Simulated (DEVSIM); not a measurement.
Device: Ti/SiO2/n-Si capacitor, at 300 K.

Layer 1 from the left is SiO2, thickness (nm) 9.00. Layer 2 from the left is Si, thickness (nm) 7700, Nd (cm⁻³) 5.5e15.

Metal gate on the left, work function 4.33 eV. Fixed charge at the semiconductor interface 1.5e11 cm⁻² (in units of +e); no interface traps.

The device is made up for the run: typed textbook-type constants, with dimensions and the other settings drawn at random. Values at 300 K.

SiO2: gap (eV) 9, affinity (eV) 0.9, permittivity 3.9. Si: gap (eV) 1.124, affinity (eV) 4.05, permittivity 11.7, Nc (cm⁻³) 2.86e19, Nv (cm⁻³) 3.1e19.

Problem. Estimate by hand the flat-band voltage, the threshold voltage, and compare with a numerical solution.

Solution. 
- Flat-band voltage: C = 0.384 μF/cm², work-function difference 0.059 V; VFB = φms − qNf/C = 0.00 V; numerical 0.00 V.
- Threshold voltage: φF = 0.340 V, depletion charge √(4εqNφF) = 3.52e-8 C/cm²; VT = VFB − 2φF − Qd/C = -0.78 V; numerical -0.78 V.

Model (solved in DEVSIM): 1D Poisson equation in equilibrium, Boltzmann statistics, complete ionisation; no quantum confinement or tunnelling. Metal contacts follow the ideal Schottky-Mott rule: no Fermi-level pinning, no interface dipoles.
